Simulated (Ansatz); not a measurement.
Tunnelling through a barrier is set by its complex band structure: the current falls as exp(−2κd) with the smallest κ.

```
CELL_PARAMETERS angstrom
      3.85488     0.00000     0.00000
     -1.92744     3.33842     0.00000
      1.92744    -1.11281     3.14749
ATOMIC_POSITIONS crystal
  Ga 0.00000 0.00000 0.00000
  P  0.25000 0.75000 0.25000
```

The cell is taken as given; by LDA it stands under a pressure of -2.8 GPa.

Transport runs along the normal of the first two printed cell vectors, the (111) plane of the conventional cell.

No gap correction and no spin-orbit coupling; mid-gap is the computed energy nearest the middle.

**Question.** Give the band gap and the smallest decay constant κ at mid-gap that Ansatz (an electronic-structure program) with LDA yields.

**Answer.** Gap 1.45 eV on a 10×10×10 mesh; κ = 0.093 1/Å, at the zone centre.
